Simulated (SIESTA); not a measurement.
Band structure of a sheet of ZrS2 (3 atoms in the cell).

```
CELL_PARAMETERS angstrom
      3.62137     0.00000     0.00000
     -1.81068     3.13620     0.00000
      0.00000     0.00000    16.94733
ATOMIC_POSITIONS crystal
  Zr 0.00000 0.00000 0.50000
  S  0.33333 0.66667 0.58696
  S  0.66667 0.33333 0.41304
```

Method: GGA PBE, numerical atomic orbitals DZP, PseudoDojo PBE standard norm-conserving potentials (rewritten from UPF to PSML) (SIESTA).

Settings: XC.functional = GGA; XC.authors = PBE; potentials = PseudoDojo PBE standard; PAO.BasisSize = DZP; PAO.EnergyShift = 0.01 Ry; MeshCutoff = 400 Ry; kgrid.MonkhorstPack = 6 6 1; OccupationFunction = MP; OccupationMPOrder = 0; ElectronicTemperature = 580.23 K; MaxSCFIterations = 150; SCF.Mixer.Method = Broyden; SCF.Mixer.Weight = 0.2; SCF.Mixer.History = 8.

The starting cell was generated: these elements placed on a structure prototype, without a prior relaxation; it need not be a known phase or ordering of this composition. Its lattice was rescaled in the plane by a random factor within 2.5 % of one. Values carry the incompleteness of an atom-centred basis.

Predict the gap along the standard path and the places of the band edges.

The gap along the path is 0.80 eV, from Γ to M; the smallest direct gap on it is 1.43 eV.

Levels in eV from the top of the valence band on the path, bands 9 to 13:
```csv
point,9,10,11,12,13
Γ,-2.78,-0.92,0.00,0.00,1.43
M,-2.61,-2.54,-1.29,-0.97,0.80
K,-3.30,-2.04,-2.04,-1.77,2.30
```

Higher empty bands are left out: an atom-centred basis made for the valence describes them poorly.
